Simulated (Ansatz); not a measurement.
# Ag: response to strain

Base system: Ag in the fcc (Cu type) structure (space group Fm-3m, No. 225; relaxed with 0.1 eV smearing).

```xyz
1
Lattice="0.0000 2.0004 2.0004 2.0004 0.0000 2.0004 2.0004 2.0004 0.0000" Properties=species:S:1:pos:R:3 pbc="T T T"
Ag     0.0000     0.0000     0.0000
```

Cartesian axes are those of the cell as printed.

Strains are applied to the cell and any free atomic positions relax; under biaxial strain the out-of-plane vector relaxes too.

Calculations: plane-wave PAW DFT at the LDA level (Ansatz, a quantum-chemistry and plane-wave program, 420 eV), no spin-orbit coupling.

```csv
"biaxial strain, plane normal [001], relaxed out of plane (%)",out-of-plane strain (%)
-3,4.37
-2.5,3.64
-2,2.92
-1.5,2.19
-1,1.46
-0.5,?
0,0.00
```

Fit ε⊥ = −νε + γε² (strains in %) to the rows shown and predict the withheld row.

Least squares on the printed values gives ν = 1.46 (the biaxial Poisson response) and γ = -0.002 (largest residual 0.00 %); this predicts 0.73 %, and the run gives 0.73 %, in agreement.

Stability against distortions was not tested.
